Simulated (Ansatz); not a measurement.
**Quick settings and what they miss: La2Sb (I4/mmm, 6 atoms in the cell)**

Self-consistent single point.

```
CELL_PARAMETERS angstrom
     -2.28719     2.28719     9.09818
      2.28719    -2.28719     9.09818
      2.28719     2.28719    -9.09818
ATOMIC_POSITIONS crystal
  La 0.31965 0.31965 0.00000
  La 0.68035 0.68035 0.00000
  La 0.50000 0.00000 0.50000
  La 0.00000 0.50000 0.50000
  Sb 0.86320 0.86320 0.00000
  Sb 0.13680 0.13680 0.00000
```

Level of theory: PBEsol, PAW files made with PBE (plane waves; Ansatz, a quantum-chemistry and plane-wave program).

Base settings: basis.ecutwfc = 30.9 Ry; kpoints.mp_grid.grid = 7 7 7; hamiltonian.xc = pbesol; hamiltonian.pseudopotentials = {kind: paw} (the program's default PAW files); scf.occupations.method = fermi_dirac; scf.occupations.width = 0.0073 Ry.

Tight run (finer mesh or higher cutoff; not a proven limit): basis.ecutwfc: 30.9 Ry → 43.4 Ry; kpoints.mp_grid.grid: 7 7 7 → 10 10 10; scf.convergence.dr2_threshold: default (1e-07 eV) → 1e-09 eV. It gave Fermi level (on the code's own zero) 11.75 eV; pressure -0.68 GPa; largest force (vector length) 0.039 eV/Å.

Quick runs, as changes from the base:
- A: the base itself
- B: basis.ecutwfc: 30.9 Ry → 18.4 Ry; kpoints.mp_grid.grid: 7 7 7 → 6 6 6
- C: basis.ecutwfc: 30.9 Ry → 15.4 Ry; kpoints.mp_grid.grid: 7 7 7 → 8 8 8
- D: basis.ecutwfc: 30.9 Ry → 21.7 Ry; kpoints.mp_grid.grid: 7 7 7 → 8 8 8; scf.occupations.method: fermi_dirac → cold; scf.occupations.width: 0.0073 Ry → 0.02 Ry
- E: basis.ecutwfc: 30.9 Ry → 24.6 Ry; kpoints.mp_grid.grid: 7 7 7 → 6 6 6; hamiltonian.xc: pbesol → lda; kpoints.mp_grid.shift: default → 0.5 0.5 0.5 [LDA (PW92)]
- F: basis.ecutwfc: 30.9 Ry → 15.4 Ry; kpoints.mp_grid.grid: 7 7 7 → 4 4 4

Energies are extrapolated to zero smearing width, which holds to low order in the width alone.

Dashes: energy of E, another energy zero.

† marks runs with another functional, U, potentials or spin treatment: their distance from the tight run is not a convergence error alone.

The count of work is k-points × plane waves × bands × iterations; it is no time. 

Pressures in the table are Ansatz's without its Pulay estimate, at a fixed set of plane waves; the tight run's value above holds the estimate.

The starting cell comes from a database of computed structures (which also holds hypothetical and non-ambient phases and stackings), without a prior relaxation at this level. Its lattice was rescaled by a random factor within 2.5 % of one.

```csv
run,energy less tight (meV/atom),pressure less tight (GPa),largest miss in a force vector (eV/Å),count of work / tight
A,0.6,-0.01,0.006,0.20
B,306.0,-9.72,0.032,0.068
C,1400.3,-34.75,0.066,0.11
D,50.7,-2.04,0.030,0.18
E†,–,-1.94,0.011,0.100
F,1406.1,-34.58,0.075,0.023
```

Among the runs at the tight run's level, the energy misses run from 0.6 to 1406.1 meV/atom.

Keys are those of Ansatz 0.2.
